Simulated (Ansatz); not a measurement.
The parent structure is CdS in the zinc blende structure (space group F-43m, No. 216; a = 5.8243 Å). Axes: x, y, z lie along the cube axes.

Method: plane-wave PAW DFT at the PBEsol level (Ansatz, a program for electronic structure, 420 eV), no spin-orbit coupling.

Before the change:

The pressure is 0.00 GPa and the band gap is 1.01 eV. The valence-band top at Γ is 0.00, 0.00, 0.00 eV.

Now apply this change: the cell is stretched by 2.57 % along y with no lateral relaxation, atoms relaxed at fixed cell.

Estimate the effect on the pressure.

The pressure (mean of the normal stresses, compression positive) goes from zero to -1.49 GPa.

What happens to the band gap?

The band gap decreases by 0.08 eV to 0.93 eV.

How does this affect the valence-band top at Γ?

The valence-band top at Γ (three highest levels, from the VBM) goes from 0.00, 0.00, 0.00 eV to 0.00, 0.00, -0.08 eV.

The cells carry an imposed strain or load. Whether these cells are dynamically stable was not tested.
